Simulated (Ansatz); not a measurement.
# By hand: energy of configuration A over configuration B

Consider the energy of configuration A over configuration B. The value is E(A) − E(B).

A: a supercell of 32 sites of Al (fcc, Fm-3m) with O off the lattice sites (4 Al at 1.89 Å); spin state with PBE: run without spin.

B: a supercell of 32 sites of Al (fcc, Fm-3m) with O off the lattice sites (6 Al at 2.12 Å); spin state with PBE: run without spin.

Method: Ansatz (a program for electronic structure), PAW, neutral cells at 0 K with nuclei at rest, on structures from PBE. Ansatz runs with its default PAW set. Larger cells are relaxed from a start prepared with the learned potential CHGNet, on a coarser mesh till forces fall under 0.03 eV/Å, which some starts already meet. A dispersion term (D3(BJ), or D4 for r2SCAN) was computed beside these levels and is taken off wherever the name lacks it. Cell A has symmetry P-43m and got no random move, so less symmetric positions, which may lie lower, weren't tried. Cell B has symmetry Pm-3m and got no random move, so less symmetric positions, which may lie lower, weren't tried.

Total energies of the cells in eV, at zero smearing width. They compare only within one column; the weights balance every element.

| cell | atoms | weight | PBE |
|---|---|---|---|
| A: Al:O_i | 33 | +1 | -17768.30526 |
| B: Al:O_i | 33 | −1 | -17766.88733 |

PBE: (-17768.30526) − (-17766.88733) = -1.418 eV.

What follows from the PBE value: With equal degeneracies and no entropy terms, the ratio of A to B in equilibrium is exp(−ΔE/k_BT) with ΔE = -1.418 eV: 6.6×10^23 at 300 K and 1.4×10^7 at 1000 K.
